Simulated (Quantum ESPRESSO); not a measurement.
Several settings converged on VW (Cmm2, 2 atoms in the cell)

```yaml
crystal:
  lattice:
    - [1.55277, -2.23052, 0.00000]
    - [1.55277, 2.23052, 0.00000]
    - [0.00000, 0.00000, 4.29276]
  atoms:
    - { symbol: V, position: [0.00000, 0.00000, 0.01165] }
    - { symbol: W, position: [0.50000, 0.50000, 0.50000] }
```

Base method: PBEsol, GBRV 1.5 ultrasoft (PBESOL) pseudopotentials (plane waves; Quantum ESPRESSO 7.5).

Base settings: ecutwfc = 50 Ry; ecutrho = 400 Ry; occupations = smearing; smearing = gauss; degauss = 0.0073499 Ry; potentials = {V: v_pbesol_v1.4.uspp.F.UPF, W: w_pbesol_v1.2.uspp.F.UPF}; K_POINTS = automatic 6 6 4 0 0 0; conv_thr = 1e-11 Ry; mixing_beta = 0.3.

The count of work is k-points × plane waves × bands × iterations; it is no time. 

**The k-point mesh**

Only quantities that move along the ladder and can be compared are tabulated.

```csv
K_POINTS,free energy less the last step's (meV/atom),pressure (GPa),largest difference of a force vector from the last step's (eV/Å),count of work / last
automatic 2 2 2 0 0 0,-33.08,-17.87,0.211,0.022
automatic 3 3 2 0 0 0,-37.83,-6.48,0.172,0.031
automatic 4 4 2 0 0 0,-41.52,-9.88,0.157,0.044
automatic 5 5 3 0 0 0,56.92,-9.35,0.078,0.064
automatic 6 6 4 0 0 0,-5.29,-8.41,0.029,0.13
automatic 7 7 4 0 0 0,-9.80,-8.83,0.085,0.17
automatic 8 8 5 0 0 0,4.52,-8.57,0.013,0.23
automatic 15 15 9 0 0 0,0.00,-8.73,0.000,1.0
```

Coarsest K_POINTS that holds the forces within 0.02 eV/Å: not settled: the last two steps still differ by 0.013 eV/Å, over half the tolerance, so the ladder does not show it.

Coarsest K_POINTS that holds the pressure within 0.5 GPa of the last step, with all finer ones: automatic 6 6 4 0 0 0, at 0.13 of the last step's count of work; the step before is off by 0.63 GPa.

Coarsest K_POINTS that holds the free energy within 2 meV/atom: not settled: the last two steps still differ by 4.5 meV/atom, over half the tolerance, so the ladder does not show it.

**The k-point mesh at a smearing width of 0.05 eV**

In this ladder: degauss = 0.0036749 Ry.

The second cell is the first with its lattice scaled by 0.98.

Only quantities that move along the ladder and can be compared are tabulated.

```tsv
K_POINTS	free energy less the last step's (meV/atom)	energy of the compressed cell less the first (meV/atom)	pressure (GPa)	largest difference of a force vector from the last step's (eV/Å)	count of work / last
automatic 5 5 3 0 0 0	58.64	-12.68	-9.63	0.082	0.037
automatic 7 7 4 0 0 0	-9.18	-6.99	-8.90	0.071	0.11
automatic 10 10 6 0 0 0	-0.97	-6.53	-8.93	0.021	0.26
automatic 14 14 9 0 0 0	3.09	-5.27	-8.68	0.005	0.55
automatic 17 17 10 0 0 0	0.00	-4.97	-8.66	0.000	1.0
```

Coarsest K_POINTS that holds the pressure within 0.5 GPa of the last step, with all finer ones: automatic 7 7 4 0 0 0, at 0.11 of the last step's count of work; the step before is off by 0.98 GPa.

Coarsest K_POINTS that holds the forces within 0.01 eV/Å: not settled: the last two steps still differ by 0.005 eV/Å, over half the tolerance, so the ladder does not show it.

Coarsest K_POINTS that holds the energy of the compressed cell less the first within 1 meV/atom of the last step, with all finer ones: automatic 14 14 9 0 0 0; the step before is off by 1.6 meV/atom.

**The SCF threshold**

The mesh stays at the base's, so the ladder's end is converged at best in this setting alone.

Only quantities that move along the ladder and can be compared are tabulated.

```tsv
conv_thr	free energy less the last step's (meV/atom)	largest difference of a force vector from the last step's (eV/Å)	count of work / last
0.0073 Ry	2.32	0.111	0.24
7.3e-05 Ry	0.13	0.005	0.35
7.3e-07 Ry	0.00	0.001	0.47
7.3e-09 Ry	0.00	0.000	0.59
1e-11 Ry	0.00	0.000	0.82
7.3e-14 Ry	0.00	0.000	1.0
```

Coarsest conv_thr that holds the free energy within 1 meV/atom of the last step, with all finer ones: 7.3e-05 Ry, at 0.35 of the last step's count of work; the step before is off by 2.3 meV/atom.

Coarsest conv_thr that holds the forces within 0.01 eV/Å of the last step, with all finer ones: 7.3e-05 Ry, at 0.35 of the last step's count of work; the step before is off by 0.11 eV/Å.

On the base run: the starting cell comes from a database of computed structures (which also holds hypothetical and non-ambient phases and stackings), without a prior relaxation at this level. Its lattice was rescaled by up to half a per cent. One atom was moved a little off its site on purpose. Spin polarisation is off. In the base run, with a pressure of about -8 GPa the cell is away from its equilibrium volume at this level. Without a gap this mesh is coarse (it stands for a supercell whose shortest vector is 16 Å).
